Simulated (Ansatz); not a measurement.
Given:

```
Sn
1.0
    4.70184     0.00000     0.00000
    2.35092     4.07191     0.00000
    2.35092    -1.35730     3.73836
Sn
2
Direct
  0.00307   0.99847   0.99540
  0.49693   0.25153   0.75460
```

No spin polarisation.

The values are results of PBEsol (Ansatz, a program for electronic structure), without spin-orbit coupling, not measurements. k-mesh 15×15×15 (Γ-centred); smearing 0.1 eV (Fermi–Dirac).

Q: Predict the band gap.

A: Zero.

Q: What space group does the calculation give?

A: R-3m (No. 166).

Q: Predict the mean in-plane stress (compression positive).

A: -1.3 GPa.

The cells carry an imposed strain or load. Whether these cells are dynamically stable was not tested. The cell was made from Sn in the diamond structure (space group Fd-3m, No. 227) by this change: biaxial strain +1.67 %, plane normal [111], relaxed out of plane.
